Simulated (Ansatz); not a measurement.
**Quick settings and what they miss: VBiO4 (I4_1/a, 12 atoms in the cell)**

Self-consistent single point.

```yaml
crystal:
  lattice:
    - [-2.54313, 2.54313, 5.75549]
    - [2.54313, -2.54313, 5.75549]
    - [2.54313, 2.54313, -5.75549]
  atoms:
    - { symbol: V, position: [0.50000, 0.50000, 0.00000] }
    - { symbol: V, position: [0.25000, 0.75000, 0.50000] }
    - { symbol: Bi, position: [0.00000, 0.00000, 0.00000] }
    - { symbol: Bi, position: [0.75000, 0.25000, 0.50000] }
    - { symbol: O, position: [0.17085, 0.56190, 0.89101] }
    - { symbol: O, position: [0.31190, 0.92089, 0.89105] }
    - { symbol: O, position: [0.67089, 0.27984, 0.10899] }
    - { symbol: O, position: [0.02984, 0.42085, 0.10895] }
    - { symbol: O, position: [0.57915, 0.68810, 0.60899] }
    - { symbol: O, position: [0.43810, 0.32911, 0.60895] }
    - { symbol: O, position: [0.07911, 0.97016, 0.39101] }
    - { symbol: O, position: [0.72016, 0.82915, 0.39105] }
```

Level of theory: PBE, PAW files (plane waves; Ansatz, a first-principles code).

Base settings: basis.ecutwfc = 420 eV; kpoints.mp_grid.grid = 6 6 6; hamiltonian.xc = pbe; hamiltonian.pseudopotentials = {kind: paw} (the program's default PAW files); scf.occupations.method = fixed.

Tight run (finer mesh or higher cutoff; not a proven limit): basis.ecutwfc: 420 eV → 590 eV; kpoints.mp_grid.grid: 6 6 6 → 9 9 9; scf.convergence.dr2_threshold: default (1e-07 eV) → 1e-09 eV. It gave top of the valence band (on the code's own zero) 9.28 eV; gap on the k-point mesh 2.11 eV; pressure 8.19 GPa; largest force (vector length) 0.173 eV/Å.

Quick runs, as changes from the base:
- A: the base itself
- B: basis.ecutwfc: 420 eV → 250 eV; kpoints.mp_grid.grid: 6 6 6 → 3 3 3; kpoints.mp_grid.shift: default → 0.5 0.5 0.5
- C: basis.ecutwfc: 420 eV → 335 eV; scf.occupations.method: fixed → fermi_dirac; scf.occupations.width: default → 0.5 eV; scf.convergence.dr2_threshold: default (1e-07 eV) → 0.0001 eV
- D: basis.ecutwfc: 420 eV → 295 eV; kpoints.mp_grid.grid: 6 6 6 → 8 8 8; hamiltonian.xc: pbe → lda; scf.occupations.method: fixed → fermi_dirac; kpoints.mp_grid.shift: default → 0.5 0.5 0.5; scf.occupations.width: default → 0.2 eV [LDA (PW92)]
- E: kpoints.mp_grid.grid: 6 6 6 → 4 4 4; scf.occupations.method: fixed → cold; scf.occupations.width: default → 0.5 eV; width narrowed by the program to 0.2820 eV
- F: basis.ecutwfc: 420 eV → 295 eV; kpoints.mp_grid.grid: 6 6 6 → 4 4 4; scf.occupations.method: fixed → fermi_dirac; scf.occupations.width: default → 0.2 eV

Energies are extrapolated to zero smearing width, which holds to low order in the width alone.

Dashes: energy of D, another energy zero.

Gaps are read on each run's own mesh, which may miss the band edges.

† marks runs with another functional, U, potentials or spin treatment: their distance from the tight run is not a convergence error alone.

The count of work is k-points × plane waves × bands × iterations; it is no time. 

Pressures in the table are Ansatz's without its Pulay estimate, at a fixed set of plane waves; the tight run's value above holds the estimate.

The starting cell comes from a database of computed structures (which also holds hypothetical and non-ambient phases and stackings), without a prior relaxation at this level. Its lattice was rescaled by a random factor within 2.5 % of one. Spin-orbit coupling is off. In the base run, with a pressure of about 8 GPa the cell is away from its equilibrium volume at this level.

| run | energy less tight (meV/atom) | pressure less tight (GPa) | largest miss in a force vector (eV/Å) | gap on the mesh less tight (eV) | count of work / tight |
|---|---|---|---|---|---|
| A | 3.4 | -0.36 | 0.007 | -0.003 | 0.19 |
| B | 1156.2 | -73.18 | 0.634 | 0.395 | 0.014 |
| C | 101.8 | -6.09 | 0.322 | 0.109 | 0.11 |
| D† | – | -35.41 | 0.307 | -0.011 | 0.19 |
| E | 3.4 | -0.36 | 0.006 | 0.111 | 0.081 |
| F | 282.8 | -22.28 | 0.078 | 0.160 | 0.035 |

Among the runs at the tight run's level, the energy misses run from 3.4 to 1156.2 meV/atom.

Keys are those of Ansatz 0.2.
